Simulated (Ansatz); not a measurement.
# MoP under a change: biaxial strain +3.51 %, plane normal [001], relaxed out of plane

Start from MoP (space group P-6m2, No. 187; a = 3.2416 Å, c = 3.1941 Å). Axes: x lies along a and z along c of the hexagonal cell.

Modification: tensile biaxial strain of 3.51 % in the plane normal to [001], as in epitaxy on a mismatched substrate; the out-of-plane cell vector and the atoms relax.

Method: PBE in Ansatz (plane waves to 420 eV, PAW, no spin-orbit coupling). Γ-centred 16×16×15 mesh, Fermi–Dirac width 0.05 eV.

The volume per atom goes up by 0.714 Å³ to 15.25 Å³ and the space group remains P-6m2 (No. 187). The shortest interatomic distance rises by 0.0293 Å to 2.490 Å and the pressure (mean of the normal stresses, compression positive) goes from zero to -7.5 GPa. The band gap remains zero and the out-of-plane strain is -2.08 % (rough). The mean in-plane stress (compression positive) is -11.3 GPa (rough).

Without a gap, meshes like the base's 16×16×15 leave anisotropic stresses uncertain by several tenths of a GPa, and small strain energies with them. Whether these cells are dynamically stable was not tested. The final runs are not spin-polarised. An odd electron count without spin: MoP.

Ansatz is a first-principles code.
